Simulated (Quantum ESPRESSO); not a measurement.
Worked example: self-consistent single point of BePd (P4mm, 2 atoms in the cell) in Quantum ESPRESSO.

Method: PBEsol, GBRV 1.5 ultrasoft (PBESOL) pseudopotentials (plane waves; Quantum ESPRESSO 7.5).

```yaml
crystal:
  lattice:
    - [2.80321, 0.00000, 0.00000]
    - [0.00000, 2.80321, 0.00000]
    - [0.00000, 0.00000, 2.80321]
  atoms:
    - { symbol: Be, position: [0.00000, 0.00000, 0.01784] }
    - { symbol: Pd, position: [0.50000, 0.50000, 0.50000] }
```

Reference input (self-consistent single point, DFT, PBEsol, plane waves, GBRV 1.5 ultrasoft (PBESOL) pseudopotentials): ecutwfc = 40 Ry; ecutrho = 320 Ry; occupations = smearing; smearing = fermi-dirac; degauss = 0.0073499 Ry; potentials = {Be: be_pbesol_v1.4.uspp.F.UPF, Pd: pd_pbesol_v1.4.uspp.F.UPF}; K_POINTS = automatic 10 10 10 0 0 0; conv_thr = 1e-10 Ry. This run's input differs from it in these lines:

```diff
@@ -16,4 +16,4 @@
  occupations = 'smearing'
- smearing = 'fermi-dirac'
- degauss = 0.0073499
+ smearing = 'methfessel-paxton'
+ degauss = 0.00147
 /
@@ -29,3 +29,3 @@
 K_POINTS {automatic}
-10 10 10  0 0 0
+16 16 16  0 0 0
```

Log, with long lists cut:

```
     Self-consistent Calculation

     iteration #  1     ecut=    40.00 Ry     beta= 0.70

     negative rho (up, down):  7.559E-02 0.000E+00

     total energy              =    -225.21842735 Ry
     estimated scf accuracy    <       2.76598683 Ry

     iteration #  2     ecut=    40.00 Ry     beta= 0.70

     negative rho (up, down):  7.870E-02 0.000E+00

     total energy              =    -226.24161451 Ry
     estimated scf accuracy    <       4.67495135 Ry

     iteration #  3     ecut=    40.00 Ry     beta= 0.70

     negative rho (up, down):  7.897E-02 0.000E+00

     total energy              =    -226.82422790 Ry
     estimated scf accuracy    <       0.11012905 Ry

   [... 5 blocks of this kind left out ...]

     iteration #  9     ecut=    40.00 Ry     beta= 0.70

     negative rho (up, down):  7.940E-02 0.000E+00

     total energy              =    -226.83037936 Ry
     estimated scf accuracy    <       0.00000013 Ry

     iteration # 10     ecut=    40.00 Ry     beta= 0.70

     negative rho (up, down):  7.940E-02 0.000E+00
     End of self-consistent calculation

     Number of k-points >= 100: set verbosity='high' to print the bands.

     the Fermi energy is    16.5231 ev

!    total energy              =    -226.83037938 Ry
     estimated scf accuracy    <          5.4E-11 Ry
     smearing contrib. (-TS)   =      -0.00000377 Ry
     internal energy E=F+TS    =    -226.83037561 Ry

     convergence has been achieved in  10 iterations

     negative rho (up, down):  7.940E-02 0.000E+00

     Forces acting on atoms (cartesian axes, Ry/au):

     atom    1 type  1   force =     0.00000000    0.00000000   -0.00842789
     atom    2 type  2   force =     0.00000000    0.00000000    0.00842789

     Total force =     0.011919     Total SCF correction =     0.000002

     negative rho (up, down):  7.940E-02 0.000E+00
          total   stress  (Ry/bohr**3)                   (kbar)     P=       -6.61
  -0.00003868   0.00000000   0.00000000           -5.69        0.00        0.00
   0.00000000  -0.00003868   0.00000000            0.00       -5.69        0.00
   0.00000000   0.00000000  -0.00005744            0.00        0.00       -8.45

   JOB DONE.
```

The run converged in 10 iterations. Against the reference run the free energy rises by 8.7 meV/atom, the pressure goes from -0.36 to -0.66 GPa and the largest force hardly changes (0.219 to 0.217 eV/Å).

The starting cell comes from a database of computed structures (which also holds hypothetical and non-ambient phases and stackings), without a prior relaxation at this level. Its lattice was rescaled by up to half a per cent. One atom was moved a little off its site on purpose. Spin polarisation is off.

Cost on one core of a shared machine: roughly 40 s.
